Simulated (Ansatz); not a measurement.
A (10,10) MoS2 nanotube has 60 atoms in a period of 3.198 Å, a mean diameter of 18.21 Å, and lies 159 meV/atom over the flat sheet relaxed at the same level.

All values below come from PBE (plane waves to 420 eV, PAW; Ansatz, an electronic-structure program). Mesh 1×1×10. No spin polarisation, so a magnetic state wasn't tested. One-dimensional cell, images about 11 Å apart. An idealised model, rolled from the flat sheet. It keeps the symmetry and period of its start, so it need not be a minimum against all distortions. Values not marked SOC lack spin–orbit coupling.

Problem. Which bending rigidity of the sheet does this imply in the thin-plate picture?

Solution. A plate bent to radius R stores D/(2R²) an area. The area an atom is π × 18.21 × 3.198/60 = 3.05 Å², so the stored energy is 0.159/3.05 = 0.0521 eV/Å². With R = 9.105 Å, D = 2R² × 0.0521 = 8.6 eV.
